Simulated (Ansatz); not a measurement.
The structure below was relaxed with Kohn–Sham DFT with the PBE-D3(BJ) functional, run in Ansatz (a quantum-chemistry and plane-wave program) with PAW and 420 eV plane waves, spin-orbit coupling left out.

```
CELL_PARAMETERS angstrom
      7.23738     0.00000     0.00000
      0.00000     4.18289     0.00000
     -2.39016     0.00000     9.62912
ATOMIC_POSITIONS crystal
  Bi 0.40264 0.00000 0.19453
  Bi 0.89312 0.50000 0.19597
  Bi 0.60111 0.00000 0.79783
  Bi 0.10005 0.50000 0.80281
  Se 0.99737 0.00000 0.99901
  Se 0.50000 0.50000 0.99282
  Se 0.20983 0.00000 0.63967
  Se 0.71723 0.50000 0.63649
  Se 0.78410 0.00000 0.35898
  Te 0.29454 0.50000 0.38189
```

Task: Find the space group and the Wyckoff positions.

Result: Space group Pm (No. 6); a = 7.237 Å, b = 4.183 Å, c = 9.921 Å, α = γ = 90.00°, β = 103.94°

```json
[
 {"atom": "Bi", "site": "1a", "symmetry": "m", "x": "0.4026", "y": "0.0000", "z": "0.1945"},
 {"atom": "Bi", "site": "1b", "symmetry": "m", "x": "0.8931", "y": "0.5000", "z": "0.1960"},
 {"atom": "Bi", "site": "1a", "symmetry": "m", "x": "0.6011", "y": "0.0000", "z": "0.7978"},
 {"atom": "Bi", "site": "1b", "symmetry": "m", "x": "0.1000", "y": "0.5000", "z": "0.8028"},
 {"atom": "Se", "site": "1a", "symmetry": "m", "x": "0.9974", "y": "0.0000", "z": "0.9990"},
 {"atom": "Se", "site": "1b", "symmetry": "m", "x": "0.5000", "y": "0.5000", "z": "0.9928"},
 {"atom": "Se", "site": "1a", "symmetry": "m", "x": "0.2098", "y": "0.0000", "z": "0.6397"},
 {"atom": "Se", "site": "1b", "symmetry": "m", "x": "0.7172", "y": "0.5000", "z": "0.6365"},
 {"atom": "Se", "site": "1a", "symmetry": "m", "x": "0.7841", "y": "0.0000", "z": "0.3590"},
 {"atom": "Te", "site": "1b", "symmetry": "m", "x": "0.2945", "y": "0.5000", "z": "0.3819"}
]
```

Task: Describe the coordination.

Result: The crystal has 10 atoms in its conventional cell. Conventional cell: a = 7.2374 Å, b = 4.1829 Å, c = 9.9213 Å, α = 90.00°, β = 103.94°, γ = 90.00°. Bi1 is surrounded by 1 Se at 2.848 Å and 3 Se at 3.091–3.102 Å and 2 Te at 3.024 Å (octahedral). Bi2 is surrounded by 2 Se at 2.868 Å and 3 Se at 3.065–3.078 Å and 1 Te at 3.043 Å (octahedral). Bi3 sees 3 Se at 2.879–2.888 Å and 3 Se at 3.055–3.074 Å (octahedral). Bi4 has 3 Se at 2.863–2.871 Å and 3 Se at 3.050–3.068 Å (octahedral). Se1 sees 6 Bi at 3.068–3.102 Å (octahedral). Se2 has 6 Bi at 3.050–3.091 Å (octahedral). Se3 is coordinated by 3 Bi at 2.871–2.888 Å (trigonal pyramidal). Se4 has 3 Bi at 2.863–2.879 Å (trigonal pyramidal). 2 further independent sites are not listed. (Neighbours: up to the widest gap in distance over summed covalent radii, below 1.35, at either atom; cation-cation and far metal-metal contacts left out.)

These are small ordered cells, not random alloys; other orderings at the same x differ. Spin-orbit coupling, missing from the scalar runs, can matter with Bi and Te. Stability against distortions was not tested. The cell was made from Bi2Te3 by this change: x(Se) = 0.833, 10 atoms, Pm.
